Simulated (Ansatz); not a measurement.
# BAs, pressure series

Consider BAs in the zinc blende structure (space group F-43m, No. 216; a = 4.7826 Å).

Cell and atoms are relaxed at each pressure.

Level of theory: r2SCAN in Ansatz (plane waves to 500 eV, PAW, scalar-relativistic without spin-orbit coupling), earlier PAW set.

Notes on the quantities. hole mass: degenerate bands, along [100].

```
case              band gap                   hole mass  width of the top valence band  lattice parameter a
----------------  --------  --------------------------  -----------------------------  -------------------
base               1.38 eV  0.21, 0.22, 0.22 mₑ (at Γ)                        5.41 eV             478.3 pm
pressure −2 GPa    1.39 eV  0.20, 0.22, 0.22 mₑ (at Γ)                        5.33 eV             480.6 pm
pressure −1 GPa    1.39 eV  0.21, 0.22, 0.22 mₑ (at Γ)                        5.37 eV             479.4 pm
pressure 0.3 GPa   1.38 eV              0.22 mₑ (at Γ)                        5.43 eV             477.9 pm
pressure 0.7 GPa   1.37 eV              0.22 mₑ (at Γ)                        5.44 eV             477.5 pm
pressure 1.5 GPa   1.37 eV              0.22 mₑ (at Γ)                        5.48 eV             476.6 pm
pressure 3 GPa     1.36 eV              0.22 mₑ (at Γ)                        5.54 eV             475.0 pm
pressure 5 GPa     1.34 eV  0.21, 0.21, 0.22 mₑ (at Γ)                        5.62 eV             473.0 pm
pressure 7.5 GPa   1.32 eV  0.21, 0.21, 0.23 mₑ (at Γ)                        5.71 eV             470.6 pm
pressure 10 GPa    1.31 eV  0.21, 0.21, 0.23 mₑ (at Γ)                        5.80 eV             468.4 pm
```

Load acts through the strain it causes; cell and atoms are relaxed under it. Masses are band curvatures over ±0.01 Å⁻¹ around the edge. Whether these cells are dynamically stable was not tested. Competing high-pressure phases were not computed.

Ansatz is a quantum-chemistry and plane-wave program.
